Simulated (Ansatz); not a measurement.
The starting structures come from a database of crystals and need not be the phases stable at ambient conditions.

Tunnelling through a barrier is set by its complex band structure: the current falls as exp(−2κd) with the smallest κ.

Input:

```xyz
12
Lattice="6.9365 0.0000 0.0000 0.0000 7.6589 0.0000 0.0000 0.0000 6.3045" Properties=species:S:1:pos:R:3 pbc="T T T"
Ca     5.2024     6.4852     0.0000
Ca     1.7341     1.1737     0.0000
Ca     1.7341     5.0032     3.1523
Ca     5.2024     2.6557     3.1523
Cl     4.0120     0.8321     1.4942
Cl     2.9245     6.8268     4.8104
Cl     0.5437     2.9973     1.6581
Cl     6.3927     4.6616     4.6464
Cl     2.9245     2.9973     4.6464
Cl     4.0120     4.6616     1.6581
Cl     6.3927     0.8321     4.8104
Cl     0.5437     6.8268     1.4942
```

Space group of this cell: Pbcn. The cell is taken as given.

Transport runs along the normal of the first two printed cell vectors.

The gap is the functional's own. No spin-orbit coupling. Mid-gap values are interpolated on the energy grid.

Question: Give the band gap and the smallest decay constant κ at mid-gap that Ansatz (a program for electronic structure) with r2SCAN yields.

Answer: Gap 6.21 eV on a 6×4×6 mesh; κ = 0.426 1/Å, at the zone centre.
